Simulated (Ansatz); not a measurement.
**BN (space group R3m, No. 160; a cell from a computed database, its experimental status unchecked; layered, stacked along the Cartesian z axis)**

```cif
data_BN
_chemical_formula_sum 'B1 N1'
_space_group_name_H-M_alt 'P 1'
_space_group_IT_number 1
_cell_length_a 3.55828
_cell_length_b 3.55828
_cell_length_c 3.55828
_cell_angle_alpha 41.137
_cell_angle_beta 41.137
_cell_angle_gamma 41.137
loop_
_space_group_symop_operation_xyz
  'x, y, z'
loop_
_atom_site_label
_atom_site_type_symbol
_atom_site_fract_x
_atom_site_fract_y
_atom_site_fract_z
_atom_site_occupancy
B1 B 0.99970 0.99970 0.99970 1
N1 N 0.33274 0.33274 0.33274 1
```

Calculations: Kohn–Sham DFT with the r2SCAN+rVV10 functional, run in Ansatz (an electronic-structure program) with PAW and 500 eV plane waves, spin-orbit coupling left out. Settings: 15×15×15 k-points, 0.05 eV Fermi–Dirac smearing.

- Volume per atom: 8.80 Å³
- Density: 2.34 g/cm³
- Band gap: 4.63 eV (uncertain: the edges found on the path are not clean extrema)
- Total energy: -271.885 eV/atom (σ→0; compares only within this code and set-up)

Stability against distortions was not tested.
